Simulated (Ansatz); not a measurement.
Consider Ag2S in the anti-fluorite structure (space group Fm-3m, No. 225; a = 6.090 Å; a model cell, its experimental status unchecked).

Computed with Ansatz (a quantum-chemistry and plane-wave program) PBEsol, no spin-orbit coupling, earlier PAW set.

One change was made to it. Results:

| quantity | base | after |
|---|---|---|
| lattice parameter a | 6.090 Å | 6.534 Å |
| band gap | zero | zero |

Q: Which change produced these results?
A) S → Pt
B) Ag → Cd
C) S → Si

A: B, Ag → Cd. For comparison, the lattice parameter a in the other runs: S → Pt gives 6.150 Å; S → Si gives 5.963 Å.

With Pt present, leaving out spin-orbit coupling can change the band edges. Stability against distortions was not tested. As relaxed here, Cd2S, Ag2Pt and Ag2Si are hypothetical phases, not in the database extracts checked. The final runs are not spin-polarised. This is not the structure that Ag2S has at room temperature and ambient pressure. A zero or small gap of Ag2S can be the functional's error rather than a property of the material.
